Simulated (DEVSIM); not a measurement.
Structure: Ru/SiO2/p-Si capacitor, at 300 K.

Layer 1 from the left is SiO2, thickness (nm) 1.10. Layer 2 from the left is Si, thickness (nm) 4300, Na (cm⁻³) 1.8e16.

Metal gate on the left, work function 4.7 eV. Fixed charge at the semiconductor interface 0 cm⁻² (in units of +e); interface traps 3e11 cm⁻² eV⁻¹, uniform in energy, neutral level at 0.3 of the gap above the valence band.

Constants are typed, rounded textbook-type inputs, not results; the design itself was drawn at random and stands for no fabricated device. Values at 300 K.

SiO2: gap (eV) 9, affinity (eV) 0.9, permittivity 3.9. Si: gap (eV) 1.124, affinity (eV) 4.05, permittivity 11.7, Nc (cm⁻³) 2.86e19, Nv (cm⁻³) 3.1e19.

Model (solved in DEVSIM): 1D Poisson equation in equilibrium, Boltzmann statistics, complete ionisation; no quantum confinement or tunnelling. Metal contacts follow the ideal Schottky-Mott rule: no Fermi-level pinning, no interface dipoles.

**Question.** What does the simulation give for the threshold voltage (band bending 2φF), the flat-band voltage, the minimum of the low-frequency capacitance?

**Answer.** threshold voltage (band bending 2φF) 0.49 V; flat-band voltage -0.28 V; minimum of the low-frequency capacitance 0.0956 μF/cm².
